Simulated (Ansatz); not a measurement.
# Pyrite ZnS2 (high-pressure phase)

Method: r²SCAN (Ansatz, a quantum-chemistry and plane-wave program, plane waves, PAW).

Settings: plane-wave cutoff 560 eV, 6×6×6 k mesh, Fermi–Dirac smearing 0.01 eV, scalar-relativistic PAW data made under PBE.

Cell (relaxed with PBEsol):

```xyz
12
Lattice="5.8888 0.0000 0.0000 0.0000 5.8888 0.0000 0.0000 0.0000 5.8888" Properties=species:S:1:pos:R:3 pbc="T T T"
Zn     2.9444     2.9444     0.0000
Zn     0.0000     2.9444     2.9444
Zn     0.0000     0.0000     0.0000
Zn     2.9444     0.0000     2.9444
S      0.5993     5.2895     2.3451
S      5.2895     0.5993     3.5436
S      2.3451     0.5993     5.2895
S      3.5436     5.2895     0.5993
S      3.5436     3.5436     3.5436
S      2.3451     2.3451     2.3451
S      5.2895     2.3451     0.5993
S      0.5993     3.5436     5.2895
```

| Item | Value |
|---|---|
| band gap | 1.79 eV (indirect) |
| smallest direct gap on the k points sampled | 1.84 eV |

Note: cell and atoms aren't relaxed at this level (largest force component 0.10 eV/Å, pressure 2.4 GPa).

The computed numbers hold no vibrational or temperature effects.
